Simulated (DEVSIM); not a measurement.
System: Ni/Si3N4/p-In0.53Ga0.47As capacitor, at 300 K.

| layer (left to right) | material | thickness (nm) | Na (cm⁻³) |
|---|---|---|---|
| 1 | Si3N4 | 3.80 | - |
| 2 | In0.53Ga0.47As | 650 | 7.7e17 |

Metal gate on the left, work function 5.1 eV. Fixed charge at the semiconductor interface 4.9e10 cm⁻² (in units of +e); no interface traps.

This is a model device: material constants are rounded textbook-type values typed into the input, and sizes, dopings and lifetimes were drawn at random. Values at 300 K.

```
parameter      Si3N4  In0.53Ga0.47As
-------------  -----  --------------
gap (eV)         5.1            0.74
affinity (eV)    2.1            4.51
permittivity     7.5            13.9
Nc (cm⁻³)          -          2.1e17
Nv (cm⁻³)          -          7.7e18
```

DEVSIM, 1D Poisson equation in equilibrium, Boltzmann statistics, complete ionisation; no quantum confinement or tunnelling. Metal contacts follow the ideal Schottky-Mott rule: no Fermi-level pinning, no interface dipoles.

**Question.** Tabulate band edges, carrier densities and field at 0.4 V on the gate.

**Answer.** Energies count from the Fermi level of the right contact; mesh points crowd at the junctions.

```json
[
 {"x (μm)": "0.000", "Ec (eV)": "2.600", "Ev (eV)": "-2.500", "n (cm⁻³)": "< 1e2", "p (cm⁻³)": "< 1e2", "field (V/cm)": "440000"},
 {"x (μm)": "0.0008033", "Ec (eV)": "2.635", "Ev (eV)": "-2.465", "n (cm⁻³)": "< 1e2", "p (cm⁻³)": "< 1e2", "field (V/cm)": "440000"},
 {"x (μm)": "0.001811", "Ec (eV)": "2.680", "Ev (eV)": "-2.420", "n (cm⁻³)": "< 1e2", "p (cm⁻³)": "< 1e2", "field (V/cm)": "440000"},
 {"x (μm)": "0.002771", "Ec (eV)": "2.722", "Ev (eV)": "-2.378", "n (cm⁻³)": "< 1e2", "p (cm⁻³)": "< 1e2", "field (V/cm)": "440000"},
 {"x (μm)": "0.003840", "Ec (eV)": "0.358", "Ev (eV)": "-0.382", "n (cm⁻³)": "2.0e11", "p (cm⁻³)": "3.0e12", "field (V/cm)": "240000"},
 {"x (μm)": "0.004848", "Ec (eV)": "0.382", "Ev (eV)": "-0.358", "n (cm⁻³)": "7.9e10", "p (cm⁻³)": "7.6e12", "field (V/cm)": "230000"},
 {"x (μm)": "0.006699", "Ec (eV)": "0.424", "Ev (eV)": "-0.316", "n (cm⁻³)": "1.6e10", "p (cm⁻³)": "3.8e13", "field (V/cm)": "220000"},
 {"x (μm)": "0.01178", "Ec (eV)": "0.520", "Ev (eV)": "-0.220", "n (cm⁻³)": "3.8e8", "p (cm⁻³)": "1.6e15", "field (V/cm)": "160000"},
 {"x (μm)": "0.01886", "Ec (eV)": "0.612", "Ev (eV)": "-0.128", "n (cm⁻³)": "1.1e7", "p (cm⁻³)": "5.4e16", "field (V/cm)": "95000"},
 {"x (μm)": "0.03245", "Ec (eV)": "0.673", "Ev (eV)": "-0.067", "n (cm⁻³)": "1000000", "p (cm⁻³)": "5.9e17", "field (V/cm)": "13000"},
 {"x (μm)": "0.05739", "Ec (eV)": "0.680", "Ev (eV)": "-0.060", "n (cm⁻³)": "780000", "p (cm⁻³)": "7.7e17", "field (V/cm)": "110"},
 {"x (μm)": "0.1258", "Ec (eV)": "0.680", "Ev (eV)": "-0.060", "n (cm⁻³)": "780000", "p (cm⁻³)": "7.7e17", "field (V/cm)": "≈ 0"},
 {"x (μm)": "0.2289", "Ec (eV)": "0.680", "Ev (eV)": "-0.060", "n (cm⁻³)": "780000", "p (cm⁻³)": "7.7e17", "field (V/cm)": "≈ 0"},
 {"x (μm)": "0.3975", "Ec (eV)": "0.680", "Ev (eV)": "-0.060", "n (cm⁻³)": "780000", "p (cm⁻³)": "7.7e17", "field (V/cm)": "≈ 0"},
 {"x (μm)": "0.5366", "Ec (eV)": "0.680", "Ev (eV)": "-0.060", "n (cm⁻³)": "780000", "p (cm⁻³)": "7.7e17", "field (V/cm)": "≈ 0"},
 {"x (μm)": "0.5905", "Ec (eV)": "0.680", "Ev (eV)": "-0.060", "n (cm⁻³)": "780000", "p (cm⁻³)": "7.7e17", "field (V/cm)": "≈ 0"},
 {"x (μm)": "0.6199", "Ec (eV)": "0.680", "Ev (eV)": "-0.060", "n (cm⁻³)": "780000", "p (cm⁻³)": "7.7e17", "field (V/cm)": "≈ 0"},
 {"x (μm)": "0.6359", "Ec (eV)": "0.680", "Ev (eV)": "-0.060", "n (cm⁻³)": "780000", "p (cm⁻³)": "7.7e17", "field (V/cm)": "≈ 0"},
 {"x (μm)": "0.6465", "Ec (eV)": "0.680", "Ev (eV)": "-0.060", "n (cm⁻³)": "780000", "p (cm⁻³)": "7.7e17", "field (V/cm)": "≈ 0"},
 {"x (μm)": "0.6502", "Ec (eV)": "0.680", "Ev (eV)": "-0.060", "n (cm⁻³)": "780000", "p (cm⁻³)": "7.7e17", "field (V/cm)": "≈ 0"},
 {"x (μm)": "0.6524", "Ec (eV)": "0.680", "Ev (eV)": "-0.060", "n (cm⁻³)": "780000", "p (cm⁻³)": "7.7e17", "field (V/cm)": "≈ 0"},
 {"x (μm)": "0.6538", "Ec (eV)": "0.680", "Ev (eV)": "-0.060", "n (cm⁻³)": "780000", "p (cm⁻³)": "7.7e17", "field (V/cm)": "≈ 0"}
]
```
